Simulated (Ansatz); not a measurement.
**A computed series for Au: alloy series**

The reference is Au in the fcc (Cu type) structure (space group Fm-3m, No. 225; a = 4.0834 Å).

The other end (x = 1) is Cu in the fcc (Cu type) structure (space group Fm-3m, No. 225): 11.32 Å³/atom, gap zero.

Cu replaces a fraction x of Au; each row is one arrangement (x, atoms in the cell, starting space group or random), fully relaxed.

All numbers come from PBEsol in Ansatz (plane waves to 420 eV, PAW, no spin-orbit coupling).

```csv
Cu fraction x,volume per atom (Å³/atom)
0,17.022
"0.25 (C2/m, 4 atoms)",15.760
"0.333 (I4/mmm, 3 atoms)",15.158
"0.5 (I4_1/amd, 4 atoms)",?
"0.75 (Pm-3m, 4 atoms)",12.802
1,11.315
```

Question: Fit V(x) = (1 − x) V(0) + x V(1) − b x(1 − x) with the ends held (b = 0 is Vegard's rule) to the rows shown and predict the withheld row.

Answer: Least squares on the printed values gives b = -0.42 Å³/atom, against 14.168 Å³/atom from the straight line alone (largest residual 0.086 Å³/atom); this predicts 14.274 Å³/atom, and the run gives 14.321 Å³/atom, 0.047 higher.

Each cell is one ordered arrangement of few atoms, which overstates ordering effects compared with a random alloy. Whether these cells are dynamically stable was not tested. All final runs are without spin polarisation.

Ansatz is a program for electronic structure.
